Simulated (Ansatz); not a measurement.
The cell is built on a prototype and need not be the phase stable at ambient conditions.

Data:

```
CELL_PARAMETERS angstrom
      4.41140     0.00000     0.00000
      0.00000     5.35857     0.00000
      0.00000     2.67928     1.54689
ATOMIC_POSITIONS crystal
  Mg 0.00000 0.00000 0.00000
  F  0.78664 0.66667 0.00000
  F  0.21336 0.33333 0.00000
```

Space group of this cell: P-3m1, CdI2 type. The cell was relaxed by PBE-D3(BJ); by r2SCAN its mean pressure is -2.4 GPa.

Transport runs along the normal of the first two printed cell vectors.

No gap correction and no spin-orbit coupling; mid-gap values are interpolated between computed energies.

**Question.** Give the band gap and the smallest decay constant κ at mid-gap that r2SCAN in Ansatz (an electronic-structure program) yields.

**Answer.** Gap 7.68 eV on a 8×20×20 mesh; κ = 0.564 1/Å, at the zone centre.
